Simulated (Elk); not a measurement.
Worked example: self-consistent single point of Mo (Im-3m, 1 atom in the cell) in Elk.

Method: LDA (PW92), all-electron FP-LAPW, Elk's shipped species files, APW+lo basis with extra local orbitals run with Elk 10.2.4.

```
CELL_PARAMETERS angstrom
     -1.56713     1.56713     1.56713
      1.56713    -1.56713     1.56713
      1.56713     1.56713    -1.56713
ATOMIC_POSITIONS crystal
  Mo 0.00000 0.00000 0.00000
```

Reference input (self-consistent single point, DFT, LDA (PW92), all-electron FP-LAPW, Elk's shipped species files, APW+lo basis with extra local orbitals): rgkmax = 7.5; swidth = 0.00367493 Ha; ngridk = 9 9 9; gmaxvr = 14 1/bohr; nxlo = 2; lorbcnd = true; lmaxi = 3; maxscl = 100. This run's input differs from it in these lines:

```diff
@@ -39,3 +39,6 @@
 ngridk
-  9 9 9
+  32 32 32
+
+vkloff
+  0.5 0.5 0.5
```

Output (repeated stretches shortened):

```
│ Self-consistent loop started │
│ Loop number : 1 │
 total energy                :     -4044.28178464
│ Loop number : 2 │
 total energy                :     -4044.38767360
RMS change in Kohn-Sham potential (target) :   0.8822183280E-01 (  0.1000000000E-05)
Absolute change in total energy (target)   :   0.1058889509     (  0.1000000000E-03)
│ Loop number : 3 │
 total energy                :     -4044.97946640
RMS change in Kohn-Sham potential (target) :   0.6955128689E-01 (  0.1000000000E-05)
Absolute change in total energy (target)   :   0.6182650444     (  0.1000000000E-03)
│ Loop number : 4 │
   [... lines left out ...]
Absolute change in total energy (target)   :   0.5058322904E-03 (  0.1000000000E-03)
│ Loop number : 13 │
 total energy                :     -4045.43555259
RMS change in Kohn-Sham potential (target) :   0.3591902832E-06 (  0.1000000000E-05)
Absolute change in total energy (target)   :   0.1745127979E-03 (  0.1000000000E-03)
│ Loop number : 14 │
 total energy                :     -4045.43555951
RMS change in Kohn-Sham potential (target) :   0.6775897313E-07 (  0.1000000000E-05)
Absolute change in total energy (target)   :   0.5055396014E-04 (  0.1000000000E-03)
Convergence targets achieved

│ Loop number : 15 │

Energies :
 Fermi                       :     0.471016867741
 total energy                :     -4045.43556058

Density of states at Fermi energy :    16.67157297
 (states/Hartree/unit cell)

Estimated indirect band gap :   0.1933330862E-03
 from k-point     94 to k-point    531
Estimated direct band gap   :   0.3700248100E-02
 at k-point    395

Charges :
 core                        :    28.00000000
 valence                     :    14.00000000
 interstitial                :    1.482741823
 muffin-tins (core leakage)
  species :    1 (Mo)
   atom    1                 :    40.51725818     (  0.4994576379E-06)
 total in muffin-tins        :    40.51725818
 total calculated charge     :    42.00344744
 total charge                :    42.00000000
 error                       :   0.3447436979E-02

│ Self-consistent loop stopped │
```

The run converged in 15 iterations. The count includes the last loop, which Elk runs after its targets are met. Against the reference run the free energy goes up by 16.9 meV/atom.

The starting cell has typed, rounded lattice constants, without a prior relaxation at this level. Its lattice was rescaled by up to half a per cent. Spin polarisation is off. Values depend on the basis (sphere radii, cutoffs, local orbitals), which need not be converged. The log's line on a gap gives a spacing of levels on this mesh, which the program prints for metals too.
